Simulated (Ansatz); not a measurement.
## Thickness series in hypothetical rock salt PdGe

Consider PdGe in the rock salt structure (space group Fm-3m, No. 225; a = 5.166 Å; a hypothetical phase, not in the database extracts checked). Axes: x, y, z lie along the cube axes.

Free-standing slabs (2 atom(s) a layer) normal to the z axis with 15 Å of vacuum; in-plane cell held at bulk.

Method: r2SCAN (Ansatz, a quantum-chemistry and plane-wave program), no spin-orbit coupling.

Notes on the quantities. layer's space group: with vacuum.

```csv
case,layer's space group,thickness between the outermost nuclei,shortest interatomic distance
base,–,–,2.583 Å
1 layer,P4/mmm (No. 123),–,2.583 Å
2 layers,P4/nmm (No. 129),2.87 Å,2.495 Å
3 layers,P4/mmm (No. 123),5.20 Å,2.520 Å
4 layers,P4/nmm (No. 129),8.04 Å,2.412 Å
5 layers,P4/mmm (No. 123),10.84 Å,2.443 Å
6 layers,P4/nmm (No. 129),13.05 Å,2.403 Å
7 layers,P4/mmm (No. 123),16.30 Å,2.427 Å
```

No phonon test of stability was made. The final runs are not spin-polarised.
